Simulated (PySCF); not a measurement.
PySCF 2.14.0, R2SCAN/def2-svp, df: Hf(S)(OH)2 ([OH][Hf]([OH])=[S]), 6 atoms. The geometry is a generated start, not checked to be a minimum at this level.

```yaml
task: energy
method: r2scan
basis: def2-svp
two_electron_scheme: density fitting
mol.max_memory: 3000 MB
mf.max_cycle: 100
mf.conv_tol: 1e-09 (default)
mf.grids.level: 3 (default)
effective_core_potentials: those of the basis set, past Kr
basis_functions: 88
grid_points: 90456
```

```xyz
6

Hf    -0.1621    -0.0786    -0.1013
S     -1.1750    -2.1036     0.0630
O     -0.6684     1.1896    -1.3733
H     -0.3247     2.0617    -1.5823
O      1.1306    -0.1314     1.2342
H      1.1997    -0.9377     1.7597
```

Charge 0 and multiplicity 1 are set for this test and not shown to be the ground state.

With the defaults (mf.DIIS = CDIIS, mf.diis = true, mf.init_guess = minao, mf.level_shift = 0, mf.damp = 0, mf.diis_start_cycle = 1, mf.diis_space = 8) it converges in 13 Fock builds. One run each on 2 threads, 1 BLAS thread, with these changes:
- mf.diis = false, mf.damp = 0.7, mf.diis_start_cycle = 999
- mf.level_shift = 0.3 Hartree
- mf.diis_space = 3
- mf.diis = false
- mf.DIIS = ADIIS
- mf.init_guess = 1e
- mf.damp = 0.3, mf.diis_start_cycle = 4
- mf.DIIS = EDIIS
- mf.level_shift = 0.1 Hartree

Question: Which runs fail or end elsewhere than the default run?

Answer: No convergence: mf.DIIS = EDIIS; mf.diis = false (the run ends without SCF convergence in 100 cycles). The rest reach the solution of the defaults.

| setting | Fock builds | end |
|---|---|---|
| the defaults | 13 | same solution |
| mf.level_shift = 0.1 Hartree | 15 | same solution |
| mf.init_guess = 1e | 17 | same solution |
| mf.damp = 0.3, mf.diis_start_cycle = 4 | 21 | same solution |
| mf.diis = false, mf.damp = 0.7, mf.diis_start_cycle = 999 | 27 | same solution |
| mf.DIIS = ADIIS | 28 | same solution |
| mf.level_shift = 0.3 Hartree | 30 | same solution |
| mf.diis_space = 3 | 35 | same solution |
| mf.DIIS = EDIIS | 101 | no convergence |
| mf.diis = false | 101 | no convergence |
